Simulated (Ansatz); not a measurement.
**CuI in the zinc blende structure (space group F-43m, No. 216)**

```xyz
2
Lattice="0.0000 2.9697 2.9697 2.9697 0.0000 2.9697 2.9697 2.9697 0.0000" Properties=species:S:1:pos:R:3 pbc="T T T"
I      4.4545     4.4545     4.4545
Cu     0.0000     0.0000     0.0000
```

All numbers come from PBEsol (Ansatz, a first-principles code), no spin-orbit coupling. k-mesh 10×10×10 (Γ-centred); smearing 0.05 eV (Fermi–Dirac).

| Quantity | Value |
|---|---|
| Volume per atom | 26.19 Å³ |
| Density | 6.04 g/cm³ |
| Band gap | 1.17 eV, direct at Γ |
| Electron mass | 0.14 mₑ |
| Hole mass (degenerate bands, along [100]) | 0.20, 0.64, 0.64 mₑ |
| Lowest conduction-band minima above the VBM | Γ 1.17 eV; L along ⟨111⟩ 2.11 eV; X along ⟨100⟩ 2.47 eV |
| Total energy | -7010.645 eV/atom (σ→0; compares only within this code and set-up) |

With I present, leaving out spin-orbit coupling can change the band edges. Effective masses come from finite differences of ±0.01 Å⁻¹. Whether these cells are dynamically stable was not tested. The final runs are not spin-polarised.
